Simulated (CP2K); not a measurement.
A self-consistent single point of SrAl₂ (P1, 6 atoms in the cell) with CP2K.

Method of the run: LDA (Pade form), GPW, DZVP-MOLOPT-SR-GTH basis, GTH-PADE potentials (GTH_POTENTIALS) (CP2K).

The change in words: lattice scaled by 0.98. Reference geometry:
```
CELL_PARAMETERS angstrom
      5.83893     0.00000     0.00000
      2.91946     5.05666     0.00000
      2.91946     1.68555     4.76746
ATOMIC_POSITIONS crystal
  Sr 0.99459 0.98938 0.00871
  Sr 0.25824 0.25768 0.24565
  Al 0.62351 0.61752 0.62898
  Al 0.12190 0.62370 0.63453
  Al 0.62450 0.63207 0.11010
  Al 0.62726 0.12965 0.62204
```

Reference input (self-consistent single point, DFT LDA (Pade form), GPW, DZVP-MOLOPT-SR-GTH basis, GTH-PADE potentials (GTH_POTENTIALS)): CUTOFF = 500 Ry; REL_CUTOFF = 60 Ry; SMEAR/METHOD = GAUSSIAN; SIGMA = 0.1 eV; KPOINTS/SCHEME = MACDONALD 4 4 4 0.125 0.125 0.125; XC_FUNCTIONAL = PADE; Sr/BASIS_SET = DZVP-MOLOPT-SR-GTH-q10; Sr/POTENTIAL = GTH-PADE-q10; Al/BASIS_SET = DZVP-MOLOPT-SR-GTH-q3; Al/POTENTIAL = GTH-PADE-q3; METHOD = GPW; EPS_DEFAULT = 1e-10. This run's input differs from it in these lines:

```diff
@@ -63,4 +63,4 @@
     &CELL
-      ABC 5.83892700 5.83892715 5.83892729
-      ALPHA_BETA_GAMMA 59.99999761 59.99999600 59.99999520
+      ABC 5.72214800 5.72214841 5.72214863
+      ALPHA_BETA_GAMMA 60.00000289 60.00000367 60.00000234
       PERIODIC XYZ
```

The program printed (abridged):

```
 SCF WAVEFUNCTION OPTIMIZATION

  Step     Update method      Time    Convergence         Total energy    Change
     1 NoMix/Diag. 0.30E+00      -     1.79328079       -70.8881603705 -7.09E+01
     2 Broy./Diag. 0.30E+00      -     0.00613830       -70.3235226966  5.65E-01
     3 Broy./Diag. 0.30E+00      -     0.01982939       -69.9302995171  3.93E-01
     4 Broy./Diag. 0.30E+00      -     0.00169699       -69.8930294646  3.73E-02
     5 Broy./Diag. 0.30E+00      -     0.00185159       -69.8982821611 -5.25E-03
     6 Broy./Diag. 0.30E+00      -     0.00028532       -69.9002918797 -2.01E-03
   [... 3 lines left out ...]
    10 Broy./Diag. 0.30E+00      -     0.00000394       -69.8995986364 -2.13E-05
    11 Broy./Diag. 0.30E+00      -     0.00000044       -69.8996105572 -1.19E-05
    12 Broy./Diag. 0.30E+00      -     0.00000049       -69.8996127077 -2.15E-06
    13 Broy./Diag. 0.30E+00      -     0.00000003       -69.8996125397  1.68E-07
  *** SCF run converged in    13 steps ***

  Overlap energy of the core charge distribution:               0.00000000000000
  Self energy of the core charge distribution:               -140.10707991435950
  Core Hamiltonian energy:                                     30.38303860501484
  Hartree energy:                                              51.65157461274138
  Exchange-correlation energy:                                -11.82637993598208
  Smearing free energy correction:                             -0.00076590709366
  Fermi energy:                                                 0.23633777268038

  Total energy:                                               -69.89961253968633
  Total energy (extrapolated to sigma->0):                    -69.89922958613950

                     Mulliken Population Analysis

   [... lines left out ...]

 STRESS| Analytical stress tensor [bar]
 STRESS|                        x                   y                   z
 STRESS|      x        2.55588744104E+03   2.53925921982E+03   8.98298324003E+02
 STRESS|      y        2.53925921982E+03  -6.00493191849E+02   1.12627137267E+03
 STRESS|      z        8.98298324003E+02   1.12627137267E+03   3.40916418836E+03
 STRESS| 1/3 Trace                                             1.78818614585E+03
```

The run converged in 13 iterations. Against the reference run the free energy goes down by 11.5 meV/atom, the pressure goes from -2.70 to 0.18 GPa and the largest force goes from 0.355 to 0.407 eV/Å.

The starting cell comes from a database of computed structures (which also holds hypothetical and non-ambient phases and stackings), without a prior relaxation at this level. Its atoms were displaced at random from the sites of space group no. 227. For this run, on top of that: lattice scaled by 0.98. Values carry the incompleteness of an atom-centred basis.

Cost on one core of a shared machine: roughly 40 s.
